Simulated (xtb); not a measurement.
xtb 6.7.1, GFN1-xTB: Ti(Me)3(SH) ([CH3][Ti]([CH3])([CH3])[SH]), 15 atoms. The geometry is a generated start, not checked to be a minimum at this level.

```
Property                                                                                                        Value
------------------------  -------------------------------------------------------------------------------------------
method                                                                                                       GFN1-xTB
--acc                                                                                                     1 (default)
--etemp (K)                                                                                             300 (default)
detailed input (--input)  none: ANC optimiser, Lindh (1995) Hessian, microcycle=20, maxdispl=1.0, hlow=0.01 (default)
basis functions                                                                                                    52
valence electrons                                                                                                  32
```

```xyz
15

Ti    -0.3419    -0.0960     0.0356
C      0.9183    -0.8904    -1.3917
H      1.1823    -1.9314    -1.1389
H      1.8559    -0.3223    -1.4993
H      0.4149    -0.8991    -2.3728
C      0.6292    -0.1848     1.8516
H      0.2406    -1.0398     2.4286
H      0.4487     0.7267     2.4436
H      1.7191    -0.3098     1.7551
C     -0.6750     1.8790    -0.4249
H     -1.3922     2.2895     0.3056
H     -1.1305     1.9558    -1.4252
H      0.2295     2.5059    -0.4091
S     -2.3726    -1.2812     0.1068
H     -1.7263    -2.4022    -0.2651
```

Charge 0 and multiplicity 1 are set for this test and not shown to be the ground state.

The structure is relaxed from this start with --opt LEVEL for the levels crude, sloppy, loose, lax, normal, tight, vtight, extreme, once each. Up to the end of the extreme run atoms move by at most 0.77 Å along an axis.

Problem. What is the loosest level that ends within 20 meV of the extreme run, and how many cycles does it take?

Solution. sloppy: 23 cycles against 67, ending 14 meV above.

| level | cycles | energy above the extreme run (meV) | gradient norm (eV/Å) |
|---|---|---|---|
| crude | 6 | 170 | 0.44 |
| sloppy | 23 | 14 | 0.14 |
| loose | 25 | 12 | 0.063 |
| lax | 26 | 11 | 0.082 |
| normal | 37 | 2.1 | 0.028 |
| tight | 58 | 0.059 | 0.012 |
| vtight | 66 | under 0.01 | 0.0034 |
| extreme | 67 | — | 0.0024 |
